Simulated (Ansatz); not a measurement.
We consider C11b WSi2, described by LDA in Ansatz (plane waves, PAW).

Run with plane-wave cutoff 520 eV, 24×24×24 k mesh, Fermi–Dirac smearing 0.05 eV, no spin polarisation, scalar-relativistic PAW data made under PBE.

Shape and atoms are relaxed at each volume.

Pressure at four volumes; x = ln(V/13.142 Å³). One pressure is withheld.

| V (Å³/atom) | x | P (GPa) |
|---|---|---|
| 12.617 | -0.0408 | ? |
| 12.880 | -0.0201 | 5.02 |
| 13.142 | 0.0000 | 0.00 |
| 13.668 | 0.0392 | -8.56 |

Question: Pass a parabola P(x) through the three rows shown, estimate the bulk modulus and its pressure derivative near zero pressure, and predict the withheld pressure.

Answer: Slopes between the rows: (0.00 − (5.02))/(0.0000 − (-0.0201)) = -249.75 and (-8.56 − (0.00))/(0.0392 − (0.0000)) = -218.37 GPa. Their difference over the span 0.0593 is c = 31.38/0.0593 = 529.2 GPa, so P(x) = 5.02 + (-249.75)(x − (-0.0201)) + 529.2 (x − (-0.0201))(x − (0.0000)). At the middle row B = −dP/dx = −[-249.75 + 529.2 × 0.0201] = 239.1 GPa, and B′ = dB/dP = 2c/B = 4.4. At x = -0.0408 the parabola gives 10.64 GPa; the run gives 10.61 GPa. The Birch–Murnaghan fit to the energies at all volumes has B0 = 238 GPa and B′ = 4.4.

Spin–orbit coupling is not included.

Ansatz is an electronic-structure program.
